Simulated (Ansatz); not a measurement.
Consider WC (space group P-6m2, No. 187; relaxed with 0.1 eV smearing).

```xyz
2
Lattice="2.9127 0.0000 0.0000 -1.4563 2.5225 0.0000 0.0000 0.0000 2.8354" Properties=species:S:1:pos:R:3 pbc="T T T"
W      0.0000     0.0000     0.0000
C      0.0000     1.6816     1.4177
```

Cartesian axes are those of the cell as printed.

Method: r2SCAN (Ansatz, an electronic-structure program, PAW, scalar-relativistic without spin-orbit coupling).

Perturbation: compressive biaxial strain of 1.50 % in the plane normal to [001], as in epitaxy on a mismatched substrate; the out-of-plane cell vector and the atoms relax.

**Question.** Estimate the effect on the in-plane stress.

**Answer.** The mean in-plane stress (compression positive) amounts to +14.7 GPa.

Stability against distortions was not tested. All final runs are without spin polarisation.
